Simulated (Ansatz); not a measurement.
**W, response to strain**

The reference is W in the bcc (W type) structure (space group Im-3m, No. 229; relaxed with 0.1 eV smearing).

```yaml
crystal:
  lattice:
    - [-1.58442, 1.58442, 1.58442]
    - [1.58442, -1.58442, 1.58442]
    - [1.58442, 1.58442, -1.58442]
  atoms:
    - { symbol: W, position: [0.00000, 0.00000, 0.00000] }
```

Cartesian axes are those of the cell as printed.

Strains are applied to the cell and any free atomic positions relax; under biaxial strain the out-of-plane vector relaxes too.

Computed with r2SCAN (Ansatz, a quantum-chemistry and plane-wave program; PAW; 500 eV plane waves; no SOC).

Notes on the quantities. pressure: mean of the normal stresses, compression positive; energy relative to the base: free energy F.

```tsv
variant	pressure	out-of-plane strain	energy relative to the base
base	0.0 GPa	–	0 meV/atom
biaxial strain +0.50 %, plane normal [001], relaxed out of plane	-2.0 GPa	-0.37 %	+1.5 meV/atom
biaxial strain +1.00 %, plane normal [001], relaxed out of plane	-3.9 GPa	-0.72 %	+5.9 meV/atom
biaxial strain +1.50 %, plane normal [001], relaxed out of plane	-5.7 GPa	-1.07 %	+13 meV/atom
biaxial strain +2.00 %, plane normal [001], relaxed out of plane	-7.5 GPa	-1.41 %	+23 meV/atom
biaxial strain +2.50 %, plane normal [001], relaxed out of plane	-9.3 GPa	-1.74 %	+36 meV/atom
biaxial strain +3.00 %, plane normal [001], relaxed out of plane	-10.9 GPa	-2.06 %	+51 meV/atom
```

Whether these cells are dynamically stable was not tested. The final runs are not spin-polarised.
